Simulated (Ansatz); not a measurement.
Ansatz (a quantum-chemistry and plane-wave program) run on BaSrBi₃ (Pnna, 20 atoms in the cell): self-consistent single point.

Computed with LDA (PW92), default PAW files made with PBE (plane waves; Ansatz).

```
CELL_PARAMETERS angstrom
     15.74092     0.00000     0.00000
      0.00000     7.01214     0.00000
      0.00000     0.00000     6.84804
ATOMIC_POSITIONS crystal
  Ba 0.75000 0.50000 0.54873
  Ba 0.25000 0.50000 0.45127
  Ba 0.75000 0.00000 0.95127
  Ba 0.25000 0.00000 0.04873
  Sr 0.00071 0.75000 0.75000
  Sr 0.99929 0.25000 0.25000
  Sr 0.49929 0.25000 0.75000
  Sr 0.50071 0.75000 0.25000
  Bi 0.56396 0.75000 0.75000
  Bi 0.43604 0.25000 0.25000
  Bi 0.93604 0.25000 0.75000
  Bi 0.06396 0.75000 0.25000
  Bi 0.84774 0.55213 0.06599
  Bi 0.15226 0.44787 0.93401
  Bi 0.65226 0.44787 0.06599
  Bi 0.34774 0.55213 0.93401
  Bi 0.84774 0.94787 0.43401
  Bi 0.15226 0.05213 0.56599
  Bi 0.65226 0.05213 0.43401
  Bi 0.34774 0.94787 0.56599
```

Reference input (self-consistent single point, DFT, LDA (PW92), plane waves, default PAW files made with PBE): basis.ecutwfc = 420 eV; kpoints.mp_grid.grid = 2 3 3; hamiltonian.xc = lda; hamiltonian.pseudopotentials = {kind: paw} (the program's default PAW files); scf.occupations.method = fermi_dirac; scf.occupations.width = 0.1 eV. This run's input differs from it in these lines:

Ansatz 0.2 input:
```diff
@@ -28,3 +28,3 @@
 basis:
-  ecutwfc: 420.0
+  ecutwfc: 335.0
 kpoints:
```

Log, with long lists cut:

```
SCF iter   1: F=—  HF=-181941.497797 eV  |F-HF|=—  |Δ(HF+E_count)|=         —  Δρ=3.57e-3  dr2=5.48e-2  ethr=1.77e-3  ⟨swp⟩=10.1  Hψ=6401  notcnv=0  defer=5
all-band conjugate gradients solve this SCF's bands
preconditioner: auto → Kerker (q_TF=auto, 2.284 Å⁻¹)
SCF iter   2: F=—  HF=-181941.489316 eV  |F-HF|=—  |Δ(HF+E_count)|=   8.48e-3  Δρ=1.94e-3  dr2=2.15e-2  ethr=2.11e-5  ⟨swp⟩=2.2  Hψ=2450  notcnv=0  defer=3
   [... lines left out ...]
SCF iter   5: F=—  HF=-181941.485748 eV  |F-HF|=—  |Δ(HF+E_count)|=   1.09e-4  Δρ=5.14e-5  dr2=6.89e-5  ethr=1.69e-7  ⟨swp⟩=2.0  Hψ=1496  notcnv=0  defer=3
SCF iter   6: F=—  HF=-181941.485793 eV  |F-HF|=—  |Δ(HF+E_count)|=   4.43e-5  Δρ=1.54e-5  dr2=4.64e-6  ethr=2.65e-8  ⟨swp⟩=2.0  Hψ=1499  notcnv=0  defer=3
SCF iter   7: F=—  HF=-181941.485792 eV  |F-HF|=—  |Δ(HF+E_count)|=   7.03e-7  Δρ=4.07e-6  dr2=4.05e-7  ethr=1.79e-9  ⟨swp⟩=2.0  Hψ=1760  notcnv=0  defer=3
SCF iter   8: F=-181941.485792 eV  HF=-181941.485792 eV  |F-HF|=5.31e-8  |Δ(HF+E_count)|=   6.08e-8  Δρ=1.60e-6  dr2=7.34e-8  ethr=3.85e-11  ⟨swp⟩=13.6  Hψ=5608  notcnv=0
SCF 1 converged in 8 iterations: F = -181941.485792 eV  dr2 = 7.34e-8
Free energy (F): -181941.485792 eV
Internal energy: -181941.251384 eV  (E = F + TS)
E sigma→0 (E₀):  -181941.368588 eV
Entropy (-TS):   -0.234408 eV (-11.720 meV/atom)
Fermi energy:    8.565597 eV
--- Forces (eV/Å), atoms counted from 1 ---
  atom   1  Ba     0.00000000     0.00000000    -0.03052587
  atom   2  Ba     0.00000000     0.00000000     0.03052587
  atom   3  Ba     0.00000000     0.00000000     0.03052587
  atom   4  Ba     0.00000000     0.00000000    -0.03052587
  atom   5  Sr     0.00296329     0.00000000     0.00000000
  atom   6  Sr    -0.00296329     0.00000000     0.00000000
  atom   7  Sr    -0.00296329     0.00000000    -0.00000000
  atom   8  Sr     0.00296329     0.00000000    -0.00000000
   [... lines left out ...]
  atom  20  Bi    -0.02225477     0.02689949    -0.01534718
--- Stress (GPa, compression-positive) ---
       -2.807106       0.000000       0.000000
        0.000000      -2.789517       0.000000
        0.000000       0.000000      -2.884868
  P = ⅓ Tr σ = -2.8272 GPa (-28.272 kbar)
  The stress holds the Pulay correction. Without it, at fixed plane waves, as pw.x and ABINIT print it: P = -3.2737 GPa
```

The run converged in 8 iterations. Against the reference run the free energy rises by 7.3 meV/atom, the pressure stays at -2.83 GPa and the largest force moves little (0.042 to 0.044 eV/Å).

The starting cell comes from a database of computed structures (which also holds hypothetical and non-ambient phases and stackings), without a prior relaxation at this level. Ansatz's pressure includes its estimate of the finite-basis (Pulay) stress. The cutoff lies below the one recommended for these files.

Cost on one core of a shared machine: roughly 50 s.
